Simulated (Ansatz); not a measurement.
Take W in the bcc (W type) structure (space group Im-3m, No. 229; a = 3.1693 Å) as the base.

Computed with DFT with r2SCAN, PAW potentials and a 500 eV plane-wave cutoff in Ansatz (a first-principles code), no SOC.

Before the change:

The lattice parameter a is 3.169 Å and the band gap is zero.

It is then changed as follows: every W is replaced by Pb; the structure is relaxed again.

Question: What happens to the lattice parameter a and band gap?

Answer: The lattice parameter a rises by 0.793 Å (3.169 Å → 3.962 Å); the band gap remains zero.

Whether these cells are dynamically stable was not tested. For Pb in this form, whether it has been made was not checked. The final runs are not spin-polarised. This is not the structure that Pb has at room temperature and ambient pressure.
